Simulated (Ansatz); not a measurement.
Response to strain in PtSe2

The reference is PtSe2 in the CdI2 type structure (space group P-3m1, No. 164; a = 3.772 Å, c = 4.821 Å; layered; relaxed with 0.1 eV smearing). Axes: x lies along a and z along c of the hexagonal cell.

Strains are applied to the cell and any free atomic positions relax.

Computed with PBE-D3(BJ) (Ansatz, an electronic-structure program, PAW, no spin-orbit coupling).

Notes on the quantities. energy relative to the base: free energy F.

| uniaxial strain ε_zz (%) | energy relative to the base (meV/atom) |
|---|---|
| 0 | 0.0 |
| 0.5 | 0.1 |
| 1 | ? |
| 1.5 | 0.8 |
| 2 | 1.4 |
| 2.5 | 2.1 |
| 3 | 3.0 |

### Question
Fit ΔE = Aε² + Bε³ (ε in %) to the rows shown and predict the withheld row.

### Answer
Least squares on the printed values gives A = 0.375 and B = -0.014 meV/atom (largest residual 0.0 meV/atom); this predicts 0.4 meV/atom, and the run gives 0.4 meV/atom, in agreement.

Whether these cells are dynamically stable was not tested. All final runs are without spin polarisation.
